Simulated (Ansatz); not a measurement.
Take SiO2 (space group P3_221, No. 154; a = 5.022 Å, c = 5.510 Å) as the base. Axes: x lies along a and z along c of the hexagonal cell.

Calculations: Kohn–Sham DFT with the PBE functional, run in Ansatz (a program for electronic structure) with PAW and 420 eV plane waves, no spin-orbit coupling.

Before the change:

| Item | Result |
|---|---|
| Smallest direct gap | 6.01 eV |

It is then changed as follows: uniaxial strain ε_zz = −2.25 %, all other strain components held at zero, atoms relaxed at fixed cell.

Q: What does the calculation give for the smallest direct gap after the change?

A: The smallest direct gap grows by 0.04 eV, from 6.01 eV to 6.05 eV.

Q: What does the calculation give for the largest internal atomic displacement after the change?

A: The largest internal atomic displacement amounts to 0.056 Å.

Stability against distortions was not tested.
